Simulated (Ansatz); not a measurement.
The starting structures come from a database of crystals and need not be the phases stable at ambient conditions.

Inside the gap of an insulator the Bloch states are evanescent, with a wavenumber k + iκ along the transport direction.

```
CELL_PARAMETERS angstrom
      5.14869     0.00000     0.00000
      0.00000     5.82792    -0.02277
      0.00000    -0.55835     9.25977
ATOMIC_POSITIONS crystal
  Tc 0.41415 0.67957 0.86294
  Tc 0.58585 0.32043 0.13706
  Tc 0.91415 0.32043 0.63706
  Tc 0.08585 0.67957 0.36294
  O  0.34408 0.78991 0.45277
  O  0.65592 0.21009 0.54723
  O  0.84408 0.21009 0.04723
  O  0.15592 0.78991 0.95277
  O  0.78271 0.46198 0.78910
  O  0.21729 0.53802 0.21090
  O  0.28271 0.53802 0.71090
  O  0.71729 0.46198 0.28910
  O  0.92607 0.90625 0.30384
  O  0.07393 0.09375 0.69616
  O  0.42607 0.09375 0.19616
  O  0.57393 0.90625 0.80384
  F  0.86457 0.65724 0.54136
  F  0.13543 0.34276 0.45864
  F  0.36457 0.34276 0.95864
  F  0.63543 0.65724 0.04136
```

Space group of this cell: P2_1/c. The cell was relaxed by PBE-D3(BJ); by PBEsol its mean pressure is -2.3 GPa.

Transport runs along the normal of the first two printed cell vectors.

The gap is the functional's own. No spin-orbit coupling. Mid-gap values are interpolated on the energy grid.

Question: Give the band gap and the smallest decay constant κ at mid-gap that PBEsol run with Ansatz (a quantum-chemistry and plane-wave program) yields.

Answer: Gap 2.61 eV on a 6×6×4 mesh; κ = 0.487 1/Å, at (0.000, 0.500) of the in-plane reciprocal vectors. At the zone centre, at the nearest computed energy, the slowest state has κ = 0.52 1/Å.
